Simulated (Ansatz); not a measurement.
Consider Cs in the bcc (W type) structure (space group Im-3m, No. 229; a = 6.011 Å).

Computed with Ansatz (a program for electronic structure) PBEsol, without spin-orbit coupling.

For the base:

```
Item                   Value
-------------------  -------
Lattice parameter a  6.011 Å
```

One thing is altered: every Cs is replaced by Na, then cell and atoms are relaxed.

Tabulated Pauling electronegativity and covalent radius: Cs 0.79, 2.44 Å; Na 0.93, 1.66 Å.

Problem. What happens to the lattice parameter a?

Solution. The lattice parameter a drops by 1.8413 Å, from 6.011 Å to 4.169 Å.

Whether these cells are dynamically stable was not tested. The final runs are not spin-polarised.
